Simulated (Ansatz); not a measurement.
For BN (model structure, P6₂22, No. 180, 6 atoms in the cell), PBE in Ansatz (PAW) gives:

- lattice parameter a = 2.610 Å
- lattice parameter c = 5.830 Å
- cohesive energy = 6.01 eV/atom

**Question.** What does r²SCAN+rVV10 (Ansatz, a program for electronic structure, PAW) give for the same quantities?

**Answer.** 
- lattice constant a: 2.598 Å (shrinks by 0.5 %)
- lattice parameter c: 5.817 Å (decreases by 0.2 %)
- cohesive energy: 5.95 eV/atom (drops by 0.06 eV/atom)

Changes are worked out from the printed values.

Unless a cell is named, each level is at its own relaxed cell (PBE 5.73, r²SCAN+rVV10 5.67 Å³/atom).

Ansatz's density-functional and Hartree–Fock values are scalar-relativistic unless marked +SOC, with PAW data made under PBE.

A model structure was made by putting elements into a prototype or built by hand; it is no filed structure, need not be a known phase, and can be a saddle point held by its symmetry.
